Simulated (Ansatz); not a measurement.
Base system: BeTe in the zinc blende structure (space group F-43m, No. 216; a = 5.554 Å). Axes: x, y, z lie along the cube axes.

All numbers come from Ansatz (a program for electronic structure), LDA, PAW, cutoff 420 eV, no spin-orbit coupling.

Base values:

The valley order is X along ⟨100⟩ 1.79 eV; L along ⟨111⟩ 3.18 eV.

Modification: biaxial strain +1.67 %, plane normal [111], relaxed out of plane (Cartesian); in-plane vectors clamped, the third vector and the atoms free.

Q: Predict the new ratio −ε⊥/ε∥ and valley order.

A: The ratio −ε⊥/ε∥ comes out as 0.41; the valley order (the lowest conduction-band minima on the path, energy above the VBM, named in the base's zone) goes from X along ⟨100⟩ 1.79 eV; L along ⟨111⟩ 3.18 eV to X along [001] 1.72 eV; L along [111] 2.80 eV; L along [1-1-1] 3.04 eV.

With Te present, leaving out spin-orbit coupling can change the band edges. The levels and masses belong to the bands next to the band gap. No phonon test of stability was made.
